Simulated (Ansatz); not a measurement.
## By hand: formation energy of Al_Ru in AlRu (CsCl type, Pm-3m)

This concerns the formation energy of Al_Ru in AlRu (CsCl type, Pm-3m). Reaction: 27 AlRu (CsCl type) + Al (fcc) → cell A + Ru (hcp).

A: a supercell of 54 sites of AlRu (CsCl type, Pm-3m) with Al on a Ru site (8 Al at 2.73 Å and 6 Ru at 2.91 Å); spin state with PBE: run without spin.

Method: Ansatz (a quantum-chemistry and plane-wave program), PAW, neutral cells at 0 K with nuclei at rest, on structures from PBE. Ansatz runs with its default PAW set. Other levels take these structures. The lattices are those relaxed with PBE, so at other levels the solids can be strained, which adds to the spread. Larger cells are relaxed from a start prepared with the learned potential CHGNet, on a coarser mesh till forces fall under 0.03 eV/Å, which some starts already meet. A dispersion term (D3(BJ), or D4 for r2SCAN) was computed beside these levels and is taken off wherever the name lacks it. Mesh and cell size may move defect energies by 0.1 eV or more. The value holds for the reservoirs listed; other chemical potentials shift it. Cell A has symmetry Pm-3m and got no random move, so less symmetric positions, which may lie lower, weren't tried.

Total energies of the cells in eV, at zero smearing width. They compare only within one column; the weights balance every element.

```csv
cell,atoms,weight,PBE,PBEsol
A: AlRu:Al_Ru,54,+1,-167930.40263,-165950.02962
Ru (hcp),2,+1/2,-11757.37694,-11632.97677
AlRu (CsCl type),54,−1,-173271.78449,-171242.05097
Al (fcc),1,−1,-537.50370,-524.54786
```

PBE: (-167930.40263) + 1/2 × (-11757.37694) − (-173271.78449) − (-537.50370) = 0.197 eV.

PBEsol: (-165950.02962) + 1/2 × (-11632.97677) − (-171242.05097) − (-524.54786) = 0.081 eV.
